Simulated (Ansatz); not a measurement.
## A constructed model of the (111) surface of fcc Pd, a layer of Ir in place of the second plane (bottom of the slab: a bare face, its two planes held)

Calculation: PBE (plane waves to 420 eV, PAW; Ansatz, a first-principles code).

Slab: 6 atoms, 11.4 Å thick at the start; k 15x15x1, smearing 0.1 eV, dipole-corrected; 2 atoms held, the rest relaxed; held to the start's symmetry, so lower structures may exist; no spin, no spin-orbit, no U. In PBE it lies 0.10 eV a 1x1 cell over the lowest computed structure of the same composition (a layer of Ir in place of the third plane).

```json
{
  "work_function_of_the_top_face": "4.97 eV",
  "energy_released_by_relaxation": "0.043 eV",
  "cost": "around 2.1 core-minutes (rough)"
}
```
